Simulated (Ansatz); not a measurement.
**Response to strain in BeTe**

Base system: BeTe in the zinc blende structure (space group F-43m, No. 216).

```yaml
crystal:
  lattice:
    - [0.00000, 2.77712, 2.77712]
    - [2.77712, 0.00000, 2.77712]
    - [2.77712, 2.77712, 0.00000]
  atoms:
    - { symbol: Be, position: [0.00000, 0.00000, 0.00000] }
    - { symbol: Te, position: [0.25000, 0.25000, 0.25000] }
```

Cartesian axes are those of the cell as printed.

Strains are applied to the cell and any free atomic positions relax; under biaxial strain the out-of-plane vector relaxes too.

All numbers come from LDA (Ansatz, a program for electronic structure, PAW, spin-orbit coupling left out).

Candidates:
(a) biaxial strain −1.67 %, plane normal [111], relaxed out of plane
(b) biaxial strain +2.50 %, plane normal [111], relaxed out of plane
(c) biaxial strain +0.83 %, plane normal [111], relaxed out of plane
(d) biaxial strain +1.25 %, plane normal [111], relaxed out of plane
(e) biaxial strain +2.08 %, plane normal [111], relaxed out of plane

Notes on the quantities. energy relative to the base: free energy F.

**Question.** Order them by energy relative to the base, highest first.

**Answer.** (b) biaxial strain +2.50 %, plane normal [111], relaxed out of plane (+12 meV/atom), (e) biaxial strain +2.08 %, plane normal [111], relaxed out of plane (+8.3 meV/atom), (a) biaxial strain −1.67 %, plane normal [111], relaxed out of plane (+5.9 meV/atom), (d) biaxial strain +1.25 %, plane normal [111], relaxed out of plane (+3.1 meV/atom), (c) biaxial strain +0.83 %, plane normal [111], relaxed out of plane (+1.4 meV/atom)

No phonon test of stability was made.
